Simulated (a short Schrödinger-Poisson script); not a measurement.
System: MOS inversion layer, SiO2 on p-type Si(100), at 300 K.

| layer | material | thickness (nm) | Na (cm⁻³) |
|---|---|---|---|
| 1 | SiO2 | 3.5 | - |
| 2 | Si | 1100 | 1.5e17 |

Constants are typed, rounded textbook-type inputs, not results; the design itself was drawn at random and stands for no fabricated device. SiO2: permittivity 3.9, conduction-band edge (eV) 3.15, gap (eV) 9, electron mass (mₑ) 0.5. Si: permittivity 11.7, conduction-band edge (eV) 0, gap (eV) 1.124, Nv at 300 K (cm⁻³) 3.1e19.

Channel valleys (confinement mass, in-plane density-of-states mass, number): Δ2 0.916, 0.19, 2; Δ4 0.19, 0.417, 4. At the gate the conduction-band edge of layer 1 lies 3.41 eV − eVg above the Fermi level of the channel; the field vanishes at the back. Gaps are held at their typed values at every temperature. Mesh 0.03 nm at interfaces.

Solved with a short Schrödinger-Poisson script written for these runs: 1D Poisson equation in equilibrium, electrons quantum, Hartree (BenDaniel-Duke, 12 states a valley, the channel's in-plane mass for all, wave functions free to enter the dielectric), parabolic valleys, classical holes, full ionisation, no traps, pinning or gate leakage.

The same stack at other levels of the model or other numerical settings:

```tsv
run	sheet density of all electrons at Vg = 2.7 V (cm⁻²)	sheet density of all electrons at Vg = 0.9 V (cm⁻²)	capacitance at Vg = 2.7 V (μF/cm²)	centroid of the channel electrons at Vg = 2.7 V (nm)	rough cost against the base
base	1.20e13	2.14e12	0.900	1.45	about 1
electrons treated as classical, Boltzmann	1.31e13	2.53e12	0.964	0.47	0.03
electrons treated as classical, Fermi-Dirac	1.28e13	2.50e12	0.935	0.68	0.2
mesh six times as coarse	1.20e13	2.13e12	0.899	1.46	0.3
one subband a valley	1.20e13	2.12e12	0.900	1.40	0.5
```

The classical rows ignore confinement, and Boltzmann statistics overrate the density once the band edge passes the Fermi level.
